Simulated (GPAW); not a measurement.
# Converging the k-point mesh: Pd (Fm-3m, 1 atom in the cell)

```xyz
1
Lattice="0.0000 1.9508 1.9508 1.9508 0.0000 1.9508 1.9508 1.9508 0.0000" Properties=species:S:1:pos:R:3 pbc="T T T"
Pd     0.0000     0.0000     0.0000
```

Method: PBE, GPAW PAW datasets PBE (gpaw-data 1.0.1) (plane waves; GPAW).

Base settings: mode = pw; ecut = 600 eV; xc = PBE; kpts = 10 10 10; mesh shift (steps) = 0 0 0; occupations.name = fermi-dirac; occupations.width = 0.1 eV; nbands = -9; convergence.density = 1e-05 e/electron; convergence.energy = 1e-05 eV/electron.

Only quantities that move along the ladder and can be compared are tabulated.

The count of work is k-points × plane waves × bands × iterations; it is no time. Core times come from one kind of shared machine, to one figure; runs under 30 s give none.

The starting cell has typed, rounded lattice constants, without a prior relaxation at this level. Its lattice was rescaled by up to half a per cent. Spin polarisation is off. In the base run, with a pressure of about 6 GPa the cell is away from its equilibrium volume at this level.

| kpts | free energy less the last step's (meV/atom) | pressure (GPa) | count of work / last | core time / last (rough) |
|---|---|---|---|---|
| 2 2 2 | 3194.45 | 63.57 | 0.0043 | – |
| 3 3 3 | 775.74 | 17.92 | 0.0048 | – |
| 4 4 4 | -155.04 | 5.84 | 0.0077 | – |
| 6 6 6 | -8.64 | 4.92 | 0.018 | – |
| 8 8 8 | 22.98 | 6.70 | 0.028 | – |
| 10 10 10 | -7.55 | 5.94 | 0.049 | – |
| 11 11 11 | 10.76 | 6.42 | 0.049 | – |
| 14 14 14 | 4.90 | 6.25 | 0.091 | – |
| 17 17 17 | 1.60 | 6.10 | 0.14 | – |
| 21 21 21 | -0.77 | 6.07 | 0.25 | 0.3 |
| 25 25 25 | 0.47 | 6.10 | 0.40 | 0.4 |
| 31 31 31 | 0.09 | 6.08 | 0.72 | 0.7 |
| 35 35 35 | 0.00 | 6.08 | 1.0 | 1 |

Coarsest kpts that holds the free energy within 2 meV/atom of the last step, with all finer ones: 17 17 17, at 0.14 of the last step's count of work; the step before is off by 4.9 meV/atom.

Coarsest kpts that holds the pressure within 0.2 GPa of the last step, with all finer ones: 14 14 14, at 0.091 of the last step's count of work; the step before is off by 0.34 GPa.
